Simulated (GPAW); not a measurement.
A working GPAW input for Mg6MnSb (Amm2, 8 atoms in the cell) (DFT PBEsol, plane waves, GPAW PAW datasets PBEsol (made by gpaw-setup)):

```python
from ase import Atoms
from ase.units import GPa
from gpaw import GPAW, PW

atoms = Atoms(['Mg', 'Mg', 'Mg', 'Mg', 'Mg', 'Mg', 'Mn', 'Sb'],
              cell=[[5.064160, 0.000000, 0.000000],
                    [0.000000, 3.154660, 5.392710],
                    [0.000000, -3.154660, 5.392710]],
              positions=[[0.000000, -1.616763, 6.272908],
                         [0.000000, 1.616763, 6.272908],
                         [0.000000, 0.000000, 3.598771],
                         [2.532080, -1.611590, 4.471096],
                         [2.532080, 1.611590, 4.471096],
                         [2.532080, -0.000000, 1.809362],
                         [0.000000, 0.000000, 9.002051],
                         [2.532080, 0.000000, 7.243488]],
              pbc=True)

atoms.set_initial_magnetic_moments([0.0, 0.0, 0.0, 0.0, 0.0, 0.0, 4.0, 0.0])

calc = GPAW(spinpol=True,
            mode=PW(800),
            xc='PBEsol',
            kpts={'size': (4, 3, 3), 'gamma': True},
            occupations={'name': 'methfessel-paxton', 'width': 0.136, 'order': 0},
            nbands=-14,
            convergence={'forces': 0.001},
            symmetry={'symmorphic': False, 'tolerance': 0.0005},
            maxiter=100)

atoms.calc = calc

energy = atoms.get_potential_energy()
print('Energy (eV):', round(energy, 6))
forces = atoms.get_forces()
print('Forces (eV/Ang):')
print(forces.round(5))
stress = atoms.get_stress()
print('Stress (GPa, Voigt):', (stress / GPa).round(4))
```

The run converged in 24 iterations: free energy E − TS (from the program's reference atoms) -25.8289 eV; Fermi level (on the code's own zero) 4.83 eV; pressure -1.40 GPa; largest force (vector length) 0.086 eV/Å; size of the cell's spin moment 3.67 μB; site moments (μB, in the program's spheres or projections) Mg -0.02, Mg -0.02, Mg -0.01, Mg -0.02, Mg -0.02, Mg 0.01, Mn 3.61, Sb 0.00. Each of these slips is then made, one at a time:

(1)
```diff
-atoms = Atoms(['Mg', 'Mg', 'Mg', 'Mg', 'Mg', 'Mg', 'Mn', 'Sb'],
+atoms = Atoms(['Mg', 'Mg', 'Mg', 'Mg', 'Mg', 'Mg', 'Mn', 'Sb', 'Mg'],
-                         [2.532080, 0.000000, 7.243488]],
+                         [2.532080, 0.000000, 7.243488],
+                         [2.513646, 1.710577, 4.643900]],
-atoms.set_initial_magnetic_moments([0.0, 0.0, 0.0, 0.0, 0.0, 0.0, 4.0, 0.0])
+atoms.set_initial_magnetic_moments([0.0, 0.0, 0.0, 0.0, 0.0, 0.0, 4.0, 0.0, 0.0])
-            nbands=-14,
+            nbands=-15,
```

(2)
```diff
-            xc='PBEsol',
+            xc='AM05',
```

Q: What happens in each case?

A: 
(1) One atom entered twice. The run converged in 27 iterations without an error; against the sound input the pressure goes from -1.40 to 69.56 GPa, the largest force goes from 0.086 to 1192 eV/Å and the size of the net moment goes from 0.46 to 0.36 μB/atom.

(2) A functional for which no datasets are installed. The program stopped before any SCF iteration, with the message: FileNotFoundError: Could not find required PAW dataset file "Mg.AM05"..

The starting cell comes from a database of computed structures (which also holds hypothetical and non-ambient phases and stackings), without a prior relaxation at this level. With one magnetic atom in the cell only a parallel order is possible. Without a gap this mesh is coarse (it stands for a supercell whose shortest vector is 19 Å).

Left out of this page: 3 runs of the series outside the window shown, repeating another row's setting, or not comparable.
